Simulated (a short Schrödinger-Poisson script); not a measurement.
System: gated Al0.4Ga0.6N/GaN polarisation-induced gas, at 77 K.

| layer | material | thickness (nm) | Na (cm⁻³) |
|---|---|---|---|
| 1 | Al0.4Ga0.6N | 15 | - |
| 2 | GaN | 6000 | 1e15 |

The device is made up for the run: typed textbook-type constants, with dimensions and the other settings drawn at random. Al0.4Ga0.6N: permittivity 9.26, conduction-band edge (eV) 0.58, gap (eV) 4.258, electron mass (mₑ) 0.248, Nv at 300 K (cm⁻³) 4.6e19. GaN: permittivity 9.5, conduction-band edge (eV) 0, gap (eV) 3.43, Nv at 300 K (cm⁻³) 4.6e19.

Channel valleys (confinement mass, in-plane density-of-states mass, number): Γ 0.2, 0.2, 1. At the gate the conduction-band edge of layer 1 lies 1.36 eV − eVg above the Fermi level of the channel; the field vanishes at the back. Sheet of polarisation charge: +2e13 e/cm² at 15 nm from the gate. The barrier under the gate holds no holes. Gaps are held at their typed values at every temperature. Mesh 0.08 nm at interfaces.

From a short Schrödinger-Poisson script (our own, NumPy): 1D Poisson equation in equilibrium, electrons quantum, Hartree plus LDA exchange-correlation (BenDaniel-Duke, 40 states a valley, the channel's in-plane mass for all, wave functions free to enter the barrier), parabolic valleys, classical holes, full ionisation, no traps, pinning or gate leakage.

The same stack at other levels of the model or other numerical settings:

```csv
run,sheet density of all electrons at Vg = 0.5 V (cm⁻²),sheet density of all electrons at Vg = -3 V (cm⁻²),capacitance at Vg = 0.5 V (μF/cm²),centroid of the channel electrons at Vg = 0.5 V (nm),rough cost against the base
base,1.73e13,6.11e12,0.521,1.50,about 1
"electrons treated as classical, Boltzmann",1.86e13,6.72e12,0.543,0.20,0.009
"electrons treated as classical, Fermi-Dirac",1.71e13,6.14e12,0.508,1.43,0.05
"electrons treated as quantum, Hartree",1.71e13,5.99e12,0.520,1.63,0.5
mesh six times as coarse,1.73e13,6.10e12,0.522,1.44,0.3
one subband a valley,1.73e13,6.11e12,0.518,1.24,0.3
```

The classical rows ignore confinement, and Boltzmann statistics overrate the density once the band edge passes the Fermi level.
